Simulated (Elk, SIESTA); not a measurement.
An Elk input for a self-consistent single point of BiPt (P6_3/mmc, 4 atoms in the cell) (DFT, PBEsol, all-electron FP-LAPW, Elk's shipped species files, default APW+lo basis):

```
tasks
  0

xctype
  22

rgkmax
  7.0

rmtscf
  0.88

stype
  3

swidth
  0.00367493

scale
  1.889726125

avec
    4.3967616614    0.0000000786    0.0000000000
   -2.1983808988    3.8077072539    0.0000000000
    0.0000000000    0.0000000000    5.5524730000

sppath
  'species/'

atoms
  2   : nspecies
  'Bi.in'   : spfname
  2   : natoms; atposl, bfcmt below
  0.3333333333  0.6666666667  0.2500000000    0.0 0.0 0.0
  0.6666666667  0.3333333333  0.7500000000    0.0 0.0 0.0
  'Pt.in'   : spfname
  2   : natoms; atposl, bfcmt below
  0.0000000000  0.0000000000  0.5000000000    0.0 0.0 0.0
  0.0000000000  0.0000000000  0.0000000000    0.0 0.0 0.0

ngridk
  7 7 5
```

**Question.** Translate this input to SIESTA.

**Answer.** This is the input that was run; spellings and numerical settings could be chosen otherwise.

```
# files in the folder: Bi.psml Pt.psml (PseudoDojo PBEsol standard)
SystemName  BiPt
SystemLabel siesta

NumberOfAtoms                4
NumberOfSpecies              2
%block ChemicalSpeciesLabel
  1 83 Bi
  2 78 Pt
%endblock ChemicalSpeciesLabel
LatticeConstant              1.0 Bohr
%block LatticeVectors
     8.308676015    0.000000000    0.000000000
    -4.154338008    7.195523393    0.000000000
     0.000000000    0.000000000   10.492653284
%endblock LatticeVectors
AtomicCoordinatesFormat      Ang
%block AtomicCoordinatesAndAtomicSpecies
    -0.000002198    2.538472603    1.388118250  1
     2.198383198    1.269234397    4.164354750  1
     0.000000000    0.000000000    2.776236500  2
     0.000000000    0.000000000    0.000000000  2
%endblock AtomicCoordinatesAndAtomicSpecies

XC.functional                GGA
XC.authors                   PBEsol
PAO.BasisSize                DZP
PAO.EnergyShift              0.01 Ry
MeshCutoff                   350 Ry
%block kgrid.MonkhorstPack
    7   0   0  0.0
    0   7   0  0.0
    0   0   5  0.0
%endblock kgrid.MonkhorstPack
OccupationFunction           FD
ElectronicTemperature        100.0 meV

MaxSCFIterations             150
SCF.Mixer.Method             Broyden
SCF.Mixer.Weight             0.1
SCF.Mixer.History            8
SCF.DM.Tolerance             1.0E-05
Diag.ParallelOverK           true
WriteForces                  true
```

Basis, cutoffs, solver keys and any potentials are the target program's own. This input uses DFT, GGA PBEsol, numerical atomic orbitals DZP, PseudoDojo PBEsol standard norm-conserving potentials (rewritten from UPF to PSML).

The starting cell comes from a database of computed structures (which also holds hypothetical and non-ambient phases and stackings), without a prior relaxation at this level. Its lattice was rescaled by a random factor within 2.5 % of one.
